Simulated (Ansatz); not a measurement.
Base system: SnTe in the rock salt structure (space group Fm-3m, No. 225).

```cif
data_SnTe
_chemical_formula_sum 'Te1 Sn1'
_space_group_name_H-M_alt 'P 1'
_space_group_IT_number 1
_cell_length_a 4.50403
_cell_length_b 4.50403
_cell_length_c 4.50403
_cell_angle_alpha 60.000
_cell_angle_beta 60.000
_cell_angle_gamma 60.000
loop_
_space_group_symop_operation_xyz
  'x, y, z'
loop_
_atom_site_label
_atom_site_type_symbol
_atom_site_fract_x
_atom_site_fract_y
_atom_site_fract_z
_atom_site_occupancy
Te1 Te 0.00000 0.00000 0.00000 1
Sn1 Sn 0.50000 0.50000 0.50000 1
```

Method: r2SCAN/PAW in Ansatz (a quantum-chemistry and plane-wave program), scalar-relativistic without spin-orbit coupling.

One change was made to it. Results:

| quantity | base | after |
|---|---|---|
| band gap | 0.13 eV | zero |
| volume per atom | 32.30 Å³ | 23.16 Å³ |

Problem. Which of these changes matches the shifts?
A) pressure 15 GPa
B) pressure 9 GPa
C) pressure −1 GPa
D) pressure 30 GPa
E) pressure 2.1 GPa

Solution. D, pressure 30 GPa. For comparison, the volume per atom in the other runs: pressure 2.1 GPa gives 30.93 Å³; pressure −1 GPa gives 33.09 Å³; pressure 15 GPa gives 26.08 Å³; pressure 9 GPa gives 27.86 Å³.

Spin-orbit coupling, missing from the scalar runs, can matter with Te. Load acts through the strain it causes; cell and atoms are relaxed under it. No phonon test of stability was made. No other phases were tried under pressure. All final runs are without spin polarisation. A zero or small gap of SnTe can be the functional's error rather than a property of the material.
